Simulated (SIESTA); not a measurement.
Band structure of Ga₂Cu (P4/mmm, 3 atoms in the cell).

```xyz
3
Lattice="2.7994 0.0000 0.0000 0.0000 2.7994 0.0000 0.0000 0.0000 5.8033" Properties=species:S:1:pos:R:3 pbc="T T T"
Ga     1.3997     1.3997     1.6500
Ga     1.3997     1.3997     4.1533
Cu     0.0000     0.0000     0.0000
```

Method: LDA PW92, numerical atomic orbitals DZP, PseudoDojo LDA standard norm-conserving potentials (rewritten from UPF to PSML) in SIESTA.

Settings: XC.functional = LDA; XC.authors = PW92; potentials = PseudoDojo LDA standard; PAO.BasisSize = DZP; PAO.EnergyShift = 0.005 Ry; MeshCutoff = 400 Ry; kgrid.MonkhorstPack = 8 8 4; OccupationFunction = MP; OccupationMPOrder = 0; ElectronicTemperature = 1578.21 K; MaxSCFIterations = 150; SCF.Mixer.Method = Pulay; SCF.Mixer.Weight = 0.2; SCF.Mixer.History = 6.

The starting cell comes from a database of computed structures (which also holds hypothetical and non-ambient phases and stackings), without a prior relaxation at this level. Spin polarisation is off. Values carry the incompleteness of an atom-centred basis.

Levels in eV from the Fermi level, bands 19 to 24:
```json
[
 {"point": "Γ", "19": "-3.76", "20": "-3.76", "21": "-3.65", "22": "-3.38", "23": "5.95", "24": "6.79"},
 {"point": "X", "19": "-3.82", "20": "-3.63", "21": "-2.68", "22": "-2.53", "23": "-2.46", "24": "-1.09"},
 {"point": "M", "19": "-2.98", "20": "-2.32", "21": "-2.32", "22": "-1.92", "23": "1.24", "24": "2.36"},
 {"point": "Z", "19": "-3.76", "20": "-3.76", "21": "-3.38", "22": "-1.68", "23": "0.70", "24": "7.91"},
 {"point": "R", "19": "-4.21", "20": "-3.82", "21": "-3.76", "22": "-3.63", "23": "-2.33", "24": "3.37"},
 {"point": "A", "19": "-2.98", "20": "-2.32", "21": "-1.32", "22": "-1.32", "23": "0.18", "24": "0.18"}
]
```

Bands cross the Fermi level along this path, so the cell is metallic at this level.

Higher empty bands are left out: an atom-centred basis made for the valence describes them poorly.
